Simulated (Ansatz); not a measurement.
The starting structures come from a database of crystals and need not be the phases stable at ambient conditions.

The decay constant κ of evanescent states in the gap governs leakage through a thin film.

```
CELL_PARAMETERS angstrom
      3.34861     0.00000     0.00000
     -1.67431     2.89998     0.00000
      0.00000     0.00000    12.88806
ATOMIC_POSITIONS crystal
  Li 0.00000 0.00000 0.50000
  Li 0.00000 0.00000 0.00000
  Ta 0.00000 0.00000 0.75000
  Ta 0.00000 0.00000 0.25000
  S  0.66667 0.33333 0.62788
  S  0.33333 0.66667 0.37212
  S  0.33333 0.66667 0.12788
  S  0.66667 0.33333 0.87212
```

Space group of this cell: P6_3/mmc. The cell is taken as given.

Transport runs along the normal of the first two printed cell vectors, the (001) plane of the conventional cell.

No gap correction and no spin-orbit coupling; mid-gap values are interpolated between computed energies.

Problem. Predict the band gap and the smallest decay constant κ at mid-gap from r2SCAN run with Ansatz (a first-principles code).

Solution. Gap 0.87 eV on a 12×12×4 mesh; κ = 0.195 1/Å, at (0.167, 0.167) of the in-plane reciprocal vectors. At the zone centre, at the nearest computed energy, the slowest state has κ = 0.27 1/Å.
